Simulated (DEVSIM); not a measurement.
## abrupt GaAs p-n junction

Structure: abrupt GaAs p-n junction, at 300 K.

```
layer (left to right)  material  thickness (μm)  Nd (cm⁻³)  Na (cm⁻³)   τn (s)   τp (s)
---------------------  --------  --------------  ---------  ---------  -------  -------
1                          GaAs           0.350          -     9.3e16  6.3e-10  6.3e-10
2                          GaAs            17.0     5.1e15          -  6.3e-10  6.3e-10
```

Left contact: ohmic. Right contact: ohmic. Voltage is applied to the left contact. Recombination: SRH at mid-gap. Mobility is μmin + (μ − μmin)/(1 + (N/Nref)^α).

Constants are typed, rounded textbook-type inputs, not results; the design itself was drawn at random and stands for no fabricated device. Values at 300 K.

```tsv
parameter	GaAs
gap (eV)	1.424
affinity (eV)	4.07
permittivity	12.9
Nc (cm⁻³)	4.7e17
Nv (cm⁻³)	9e18
μn (cm²/Vs)	8500
μp (cm²/Vs)	400
μn,min	500
μp,min	20
Nref,n	6e16
Nref,p	1.5e17
αn	0.39
αp	0.38
```

Model (solved in DEVSIM): 1D drift-diffusion, Boltzmann statistics, complete ionisation; no tunnelling, impact ionisation, image-force lowering or self-heating.

The potential step across the device at zero bias comes out as 1.189 V, the largest field in the device at zero bias is 40000 V/cm and the dark forward voltage at 1 A/cm² comes out as 0.962 V. The dark forward voltage at 100 A/cm² is 1.128 V.

Small-signal capacitance in reverse bias (quasi-static):

| V (V) | C (nF/cm²) |
|---|---|
| -0.2 | 18.2 |
| -0.5 | 16.4 |
| -1 | 14.4 |
| -1.5 | 13.0 |
| -2 | 11.9 |
| -3 | 10.3 |
| -4 | 9.28 |
| -5 | 8.49 |
| -6.5 | 7.61 |
| -8 | 6.96 |
| -10 | 6.30 |

Dark reverse current:

| V (V) | J (A/cm²) |
|---|---|
| -0.20 | -2.3e-9 |
| -0.50 | -4.7e-9 |
| -1.00 | -8.0e-9 |
| -1.50 | -1.1e-8 |
| -2.00 | -1.3e-8 |
| -3.00 | -1.8e-8 |
| -4.00 | -2.1e-8 |
| -5.00 | -2.5e-8 |
| -6.50 | -2.9e-8 |
| -8.00 | -3.3e-8 |
| -10.00 | -3.8e-8 |
